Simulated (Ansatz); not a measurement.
**Habitual settings against a tight run: Zr3Au (Pm-3n, 8 atoms in the cell)**

Self-consistent single point.

```
Zr3Au
1.0
    5.46012     0.00000     0.00000
    0.00000     5.46012     0.00000
    0.00000     0.00000     5.46012
Zr Au
6 2
Direct
  0.50000   0.25000   0.00000
  0.50000   0.75000   0.00000
  0.25000   0.00000   0.50000
  0.75000   0.00000   0.50000
  0.00000   0.50000   0.25000
  0.00000   0.50000   0.75000
  0.50000   0.50000   0.50000
  0.00000   0.00000   0.00000
```

Method of the run: PBEsol, harder PAW files (source: ansatz) made with PBE (plane waves; Ansatz, a first-principles code).

Base settings: basis.ecutwfc = 615 eV; kpoints.mp_grid.grid = 6 6 6; hamiltonian.xc = pbesol; hamiltonian.pseudopotentials = {kind: paw, source: ansatz}; scf.occupations.method = cold; scf.occupations.width = 0.05 eV.

Tight run (finer mesh or higher cutoff; not a proven limit): basis.ecutwfc: 615 eV → 865 eV; kpoints.mp_grid.grid: 6 6 6 → 9 9 9; scf.convergence.dr2_threshold: default (1e-07 eV) → 1e-09 eV. It gave Fermi level (on the code's own zero) 16.02 eV; pressure -0.88 GPa.

Quick runs, as changes from the base:
- A: the base itself
- B: basis.ecutwfc: 615 eV → 495 eV; kpoints.mp_grid.grid: 6 6 6 → 2 2 2; hamiltonian.xc: pbesol → lda [LDA (PW92)]
- C: kpoints.mp_grid.grid: 6 6 6 → 4 4 4; scf.occupations.method: cold → fermi_dirac; scf.occupations.width: 0.05 eV → 0.2 eV; kpoints.mp_grid.shift: default → 0.5 0.5 0.5
- D: basis.ecutwfc: 615 eV → 430 eV; kpoints.mp_grid.grid: 6 6 6 → 4 4 4; scf.occupations.method: cold → fermi_dirac; scf.occupations.width: 0.05 eV → 0.5 eV
- E: basis.ecutwfc: 615 eV → 370 eV; kpoints.mp_grid.grid: 6 6 6 → 1 1 1; hamiltonian.xc: pbesol → lda; scf.occupations.method: cold → gaussian; scf.occupations.width: 0.05 eV → 0.5 eV [LDA (PW92)]
- F: basis.ecutwfc: 615 eV → 310 eV; kpoints.mp_grid.grid: 6 6 6 → 8 8 8

Energies are extrapolated to zero smearing width, which holds to low order in the width alone.

Dashes: energy of B, E, another energy zero.

† marks runs with another functional, U, potentials or spin treatment: their distance from the tight run is not a convergence error alone.

The count of work is k-points × plane waves × bands × iterations; it is no time. 

Pressures in the table are Ansatz's without its Pulay estimate, at a fixed set of plane waves; the tight run's value above holds the estimate.

The starting cell comes from a database of computed structures (which also holds hypothetical and non-ambient phases and stackings), without a prior relaxation at this level. Its lattice was rescaled by a random factor within 2.5 % of one. The cutoff lies below the one recommended for these files.

```
run  energy less tight (meV/atom)  pressure less tight (GPa)  count of work / tight
---  ----------------------------  -------------------------  ---------------------
A                             0.9                       0.06                   0.31
B†                              –                      -3.68                  0.045
C                            -1.7                       0.42                  0.064
D                            49.1                      -0.31                   0.12
E†                              –                     -29.30                 0.0081
F                          1302.1                     -53.18                   0.19
```

Among the runs at the tight run's level, the energy misses run from 0.9 to 1302.1 meV/atom.

Keys are those of Ansatz 0.2.
